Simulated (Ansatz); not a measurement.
Base system: GaSb in the zinc blende structure (space group F-43m, No. 216; a = 6.049 Å). Axes: x, y, z lie along the cube axes.

Level of theory: LDA in Ansatz (plane waves to 420 eV, PAW, no spin-orbit coupling).

Now apply this change: the cell is compressed by 2.50 % along z with no lateral relaxation; the atoms relax in the strained cell.

Question: Predict the stress tensor and what it implies for the stiffness.

Answer: Stress of the strained cell less that of the base (GPa, compression positive):
```
   1.11    0.00    0.00
   0.00    1.11    0.00
   0.00    0.00    2.24
```

Then −Δσ_ii/ε with ε = -0.0250 gives secant stiffness values (nonlinear terms included at this strain): C33 ≈ 90 GPa, C13 ≈ 44 GPa and C23 ≈ 44 GPa.

As a check, the harmonic strain energy −½ V₀ Δσ:ε is 4.8 meV/atom; the computed energy rise is 4.8 meV/atom.

Whether these cells are dynamically stable was not tested.

Ansatz is a first-principles code.
